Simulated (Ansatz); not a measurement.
**A computed series for Ir: response to strain**

Consider Ir in the fcc (Cu type) structure (space group Fm-3m, No. 225; a = 3.8118 Å; relaxed with 0.1 eV smearing). Axes: x, y, z lie along the cube axes.

Strains are applied to the cell and any free atomic positions relax.

All numbers come from LDA (Ansatz, a quantum-chemistry and plane-wave program, PAW, spin-orbit coupling left out).

Notes on the quantities. energy relative to the base: free energy F.

```json
[
 {"uniaxial strain ε_zz (%)": "0", "energy relative to the base (meV/atom)": "0.0"},
 {"uniaxial strain ε_zz (%)": "0.5", "energy relative to the base (meV/atom)": "0.7"},
 {"uniaxial strain ε_zz (%)": "1", "energy relative to the base (meV/atom)": "2.8"},
 {"uniaxial strain ε_zz (%)": "1.5", "energy relative to the base (meV/atom)": "6.3"},
 {"uniaxial strain ε_zz (%)": "2", "energy relative to the base (meV/atom)": "?"},
 {"uniaxial strain ε_zz (%)": "2.5", "energy relative to the base (meV/atom)": "17.1"},
 {"uniaxial strain ε_zz (%)": "3", "energy relative to the base (meV/atom)": "24.4"}
]
```

Task: Fit ΔE = Aε² + Bε³ (ε in %) to the rows shown and predict the withheld row.

Result: Least squares on the printed values gives A = 2.87 and B = -0.053 meV/atom (largest residual 0.0 meV/atom); this predicts 11.1 meV/atom, and the run gives 11.1 meV/atom, in agreement.

Whether these cells are dynamically stable was not tested. All final runs are without spin polarisation.
